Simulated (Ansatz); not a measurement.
An Ansatz (a first-principles code) run: PbGeO3 with a change (uniaxial stress, 5 GPa tension along z); PBEsol in Ansatz (plane waves to 420 eV, PAW, scalar-relativistic without spin-orbit coupling).

Input:

Ansatz 0.2 input:
```yaml
crystal:
  lattice:
    - [3.8409703175, 0, 0]
    - [0, 3.8409703175, 0]
    - [0, 0, 3.8409703175]
  atoms:
    - { symbol: Ge, position: [0.5, 0.5, 0.5] }
    - { symbol: Pb, position: [0, 0, 0] }
    - { symbol: O, position: [0, 0.5, 0.5] }
    - { symbol: O, position: [0.5, 0, 0.5] }
    - { symbol: O, position: [0.5, 0.5, 0] }
basis: { ecutwfc: 420, ecutrho_ratio: 4, xc_grid: 2, fft_grid_basis: typed }
kpoints: { mp_grid: { grid: [9, 9, 9] } }
hamiltonian:
  xc: pbesol
  dispersion: none
  pseudopotentials: { kind: paw }
scf: { occupations: { method: fermi_dirac, width: 0.05 } }
relax: { f_tol: 0.005, max_steps: 50, cell: { stress_tol: 0.01, sigma_target: [0, 0, -5, 0, 0, 0] } }
output: { forces: true, stress: true }
checkpoint: { write: state.ck, write_every: 1000 }
```

Output (explanatory and most iteration lines left out):

```
Relaxation: its limit of steps is 50 (relax.max_steps)
Pseudopotential: Ge, paw, valence charge 14
Pseudopotential: Pb, paw, valence charge 14
Pseudopotential: O, paw, valence charge 6
Crystal: 5 atoms, lattice volume = 56.666 Å³
Basis set: ecut = 420 eV, 1141 PW (Γ), exchange–correlation on 54×54×54 points (8 copies of the dense FFT grid, shifted against one another)
Bands: 28, of which v1, the nominal top of the filled ones, is band 23 counted from 1 (22 counted from 0)
Symmetry: 16 space group operations
k-points: 75 of 729
Functional: x = pbesol(κ = 0.804, μ = 0.12345679012345678), c = pbesol(β = 0.046)
SCF iter   1: F=—  HF=-17690.362682 eV  |F-HF|=—  |Δ(HF+E_count)|=         —  Δρ=1.66e-2  dr2=1.29e-1  ethr=1.77e-3  ⟨swp⟩=6.5  Hψ=9992  notcnv=0
SCF iter   2: F=—  HF=-17690.331270 eV  |F-HF|=—  |Δ(HF+E_count)|=   3.14e-2  Δρ=5.38e-3  dr2=1.76e-2  ethr=2.80e-4  ⟨swp⟩=2.1  Hψ=3162  notcnv=0  defer=69
SCF 1 converged in 6 iterations: F = -17690.326490 eV  dr2 = 2.34e-8
relax step   1: F+E_penalty+E_count = -17690.32648977 eV  Δ(F+E_penalty+E_count) = +0.000e0 eV  max|allowed force component| = 1.294e-28 eV/Å  Δτ_max = 0.0000 Å  P = -0.005 GPa  Ω = 56.666 Å³  (6 SCF iters, dr2 threshold 1.00e-7 eV, accepted)
[... steps on the carried basis left out ...]
relax step  11: F+E_penalty+E_count = -17690.30244359 eV  Δ(F+E_penalty+E_count) = -2.161e-5 eV  max|allowed force component| = 1.452e-29 eV/Å  Δτ_max = 0.0000 Å  P = -1.667 GPa  Ω = 57.284 Å³  stress off target by 1.61e-3 GPa  SCF on the basis re-selected at this cell (its energy is not comparable with the rows above)  (9 SCF iters)
SCF converged after 9 iterations
Free energy (F): -17690.302444 eV
Internal energy: -17690.301361 eV  (E = F + TS)
E sigma→0 (E₀):  -17690.301902 eV
Entropy (-TS):   -0.001082 eV (-0.216 meV/atom)
Fermi energy:    11.407604 eV
--- Forces (eV/Å), atoms counted from 1 ---
  atom   1  Ge     0.00000000     0.00000000     0.00000000
  atom   2  Pb    -0.00000000    -0.00000000     0.00000000
  atom   3  O      0.00000000    -0.00000000     0.00000000
  atom   4  O      0.00000000     0.00000000     0.00000000
  atom   5  O      0.00000000     0.00000000     0.00000000
--- Stress (GPa, compression-positive) ---
       -0.000652       0.000000       0.000000
        0.000000      -0.000652       0.000000
        0.000000       0.000000      -4.998389
  P = ⅓ Tr σ = -1.6666 GPa (-16.666 kbar)
--- Relaxed structure (8 steps of the walk, 8 accepted, 3 SCFs on fresh bases) ---
  cell:  # Å, volume = 57.2836 Å³
    - [3.8112872805345734, 9.027796614315168e-36, 0.0]
    - [9.027796614315168e-36, 3.8112872805345734, 0.0]
    - [0.0, 0.0, 3.943548728645913]
  atoms:
    - { symbol: Ge, position: [0.5, 0.5, 0.5] }
    - { symbol: Pb, position: [1.0114534149553724e-34, -1.0145865454341368e-35, 0.0] }
    - { symbol: O, position: [-3.6695519496838345e-35, 0.5, 0.5] }
    - { symbol: O, position: [0.5, 3.173026388419632e-36, 0.5] }
    - { symbol: O, position: [0.5, 0.5, 0.0] }
```

A case with no gap was solved on a k-mesh chosen for an insulator, which is coarse for it. Without a gap, meshes like the base's 9×9×9 leave anisotropic stresses uncertain by several tenths of a GPa, and small strain energies with them. Load acts through the strain it causes; cell and atoms are relaxed under it. sigma_target is in GPa, compression positive, in the order xx, yy, zz, yz, xz, xy. Beyond what the load breaks, stability against distortions was not tested. All final runs are without spin polarisation. The cell was made from PbGeO3 in the cubic perovskite structure (space group Pm-3m, No. 221; a cell from a computed database, its experimental status unchecked) by this change: uniaxial stress, 5 GPa tension along z. Many cubic perovskites are stable only at high temperature; tilts and polar distortions were not tested.
